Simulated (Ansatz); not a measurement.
Structures of equal composition on the (111) surface of germanium (Ge plane on top): (√3x√3)R30° Si adatom at H3; (√3x√3)R30° Si adatom at T4. The slabs share one bottom face, and each structure is named by its start. These are constructed structures in small cells; real faces may alloy, dewet or reconstruct in larger ones, and not all known structures of the face are among them. Slabs of about 13 Å, Fermi-Dirac smearing of 0.025 eV. Bottom of the slabs: H caps. Relaxed from the named starts with such symmetry as they have, on meshes of like density; energies extrapolated to zero smearing; spin only where a row says so; no spin-orbit coupling, no U. Brackets mark spin-polarised runs, whose order is one that fits the cell. Where a second, spin-polarised start was run, the lower counts.

Level of theory: r2SCAN, at the PBE geometry (plane waves to 500 eV, PAW; Ansatz, an electronic-structure program).

Order them by energy per 1x1 cell (lowest first) at the level r2SCAN, at the PBE geometry.

(√3x√3)R30° Si adatom at T4 (0.000 eV [spin, 0.5 μB a cell], no gap on the mesh), (√3x√3)R30° Si adatom at H3 (0.130 eV [spin start, no net moment], no gap on the mesh)
